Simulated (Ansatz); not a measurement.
The starting structures come from a database of crystals and need not be the phases stable at ambient conditions.

By PBEsol, the system below comes out a metal.

A figure of merit of an interconnect metal is its ballistic conductance per area.

Data:

```
CELL_PARAMETERS angstrom
      4.12294     0.00000     0.00000
      0.00000     5.13888     0.00000
      2.06147     0.00000     3.57057
ATOMIC_POSITIONS crystal
  Ba 0.00000 0.00000 0.00000
  Si 0.66667 0.50000 0.66667
  Si 0.33333 0.50000 0.33333
```

Space group of this cell: P6/mmm. The cell is taken as given; by PBEsol its mean pressure is -1.9 GPa.

The current flows along the normal of the first two printed cell vectors, the (100) plane of the conventional cell. No spin-orbit coupling; the value is a mean over 0.1 eV about the Fermi level.

**Question.** Compute, with PBEsol in Ansatz (a quantum-chemistry and plane-wave program), the ballistic conductance per area.

**Answer.** 0.71 × 10¹⁵ S/m² for both spins.
